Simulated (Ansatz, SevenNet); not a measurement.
# L1₂ (Cu3Au-type) Al3Sc: properties by level of theory

Reference values: lattice constant a 4.103 Å (measured, room temperature, not corrected to a static lattice; as tabulated in A Combined Experimental and First-Principles Based Assessment of …); formation enthalpy -0.451 ± 0.02 eV/atom (measured, 298 K, copied from a table, unchecked, not corrected to a static lattice; as tabulated in Wang et al. (2021), doi:10.1038/s41598-021-94550-5).

| level (code) | lattice parameter a (Å) | enthalpy of formation (eV/atom) |
|---|---|---|
| SevenNet-l3i5 (SevenNet) | 4.117 | -0.481 |
| LDA (Ansatz) | 4.032 | -0.498 |
| PBEsol (Ansatz) | 4.072 | -0.473 |
| PBE-D4 (Ansatz) | 4.059 | -0.468 |
| r²SCAN (Ansatz) | 4.086 | -0.491 |
| PBE0 (Ansatz) | 4.087 | -0.527 |

Differences from the reference values (errors of the level alone only where the reference is corrected to a static lattice):

| level | lattice constant a (%) | formation enthalpy (eV/atom) |
|---|---|---|
| SevenNet-l3i5 | +0.34 | -0.030 |
| LDA | -1.73 | -0.047 |
| PBEsol | -0.76 | -0.022 |
| PBE-D4 | -1.07 | -0.017 |
| r²SCAN | -0.41 | -0.040 |
| PBE0 | -0.39 | -0.076 |

Nearest: lattice constant a, not ranked (reference at room or unstated temperature); formation enthalpy, not ranked (one source).

Machine-learned potentials (SevenNet-l3i5) are trained on DFT data, which may include these solids.

Ansatz's density-functional and Hartree–Fock values are scalar-relativistic unless marked +SOC, with PAW data made under PBE.

Differences are worked out from the printed values.

Static lattice: no zero-point or thermal effects.

Ansatz is a first-principles code.
